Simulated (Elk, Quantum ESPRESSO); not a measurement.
A Quantum ESPRESSO input for a self-consistent single point of CdS (F-43m, 2 atoms in the cell) (DFT, PBE, plane waves, PseudoDojo standard norm-conserving (PBE) pseudopotentials):

```fortran
&control
 calculation = 'scf',
 outdir = './tmp/',
 pseudo_dir = './',
 tprnfor = .true.,
 tstress = .true.,
/
&system
 ibrav = 0,
 celldm(1) = 7.8649775325,
 nat = 2,
 ntyp = 2,
 ecutwfc = 105,
 occupations = 'fixed',
 nbnd = 19,
/
&electrons
 conv_thr = 1.0d-10,
/
ATOMIC_SPECIES
Cd   112.4140  Cd.upf
S     32.0600  S.upf
CELL_PARAMETERS alat
   0.0000000000     0.7071067812     0.7071067812
   0.7071067812     0.0000000000     0.7071067812
   0.7071067812     0.7071067812     0.0000000000
ATOMIC_POSITIONS crystal
Cd    0.0000000000    0.0000000000    0.0000000000
S     0.2500000000    0.2500000000    0.2500000000
K_POINTS automatic
5 5 5  0 0 0
```

Q: Translate this input to Elk.

A: This is the input that was run; spellings and numerical settings could be chosen otherwise.

```
tasks
  0

xctype
  20

tforce
  .true.

rgkmax
  8.0

gmaxvr
  18.0

lmaxapw
  10

lmaxo
  8

nxlo
  2

lorbcnd
  .true.

lradstp
  2

nrmtscf
  2.0

rmtscf
  0.94

lmaxi
  4

stype
  0

swidth
  0.0001

scale
  1.889726125

avec
    0.0000000000    2.9429550000    2.9429550000
    2.9429550000    0.0000000000    2.9429550000
    2.9429550000    2.9429550000    0.0000000000

sppath
  'species/'

atoms
  2   : nspecies
  'Cd.in'   : spfname
  1   : natoms; atposl, bfcmt below
  0.0000000000  0.0000000000  0.0000000000    0.0 0.0 0.0
  'S.in'   : spfname
  1   : natoms; atposl, bfcmt below
  0.2500000000  0.2500000000  0.2500000000    0.0 0.0 0.0

ngridk
  5 5 5
```

Basis settings and potentials, where a program has them, do not carry over. This input uses DFT, PBE, all-electron FP-LAPW, Elk's shipped species files, APW+lo basis with extra local orbitals. Both were run: gap on the mesh 1.083 eV in Quantum ESPRESSO and 1.078 in Elk.

On Elk: the starting cell comes from a database of computed structures (which also holds hypothetical and non-ambient phases and stackings), without a prior relaxation at this level. Values depend on the basis (sphere radii, cutoffs, local orbitals), which need not be converged.

On Quantum ESPRESSO: the starting cell comes from a database of computed structures (which also holds hypothetical and non-ambient phases and stackings), without a prior relaxation at this level.
